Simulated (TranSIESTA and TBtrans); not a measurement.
Run with TranSIESTA and TBtrans (open boundaries, self-consistent; PseudoDojo norm-conserving potentials, scalar-relativistic): PAO.BasisSize DZP, PAO.EnergyShift 0.15 eV, XC.Authors PBE, Mesh.Cutoff 200 Ry, ElectronicTemperature 300 K, TS.Voltage 0.0 eV, TBT.Elecs.Eta 0.001 eV, no spin polarisation.

Junction: In chain with one bond stretched by 3.0 Å. Leads: straight In chain, spacing 2.9 Å. Geometry: as built, not relaxed.

### Question
Predict: conductance at 300 K (G0 = 2e²/h); thermopower (μV/K); mean T from −0.5 to 0.5 eV.

### Answer
conductance at 300 K (G0 = 2e²/h): 0.043; thermopower (μV/K): -6.2; mean T from −0.5 to 0.5 eV: 0.036. The straight chain is held at its spacing; free chains may zigzag or dimerise. No spin-polarised start was tried, so a magnetic state, if there is one, is missed.
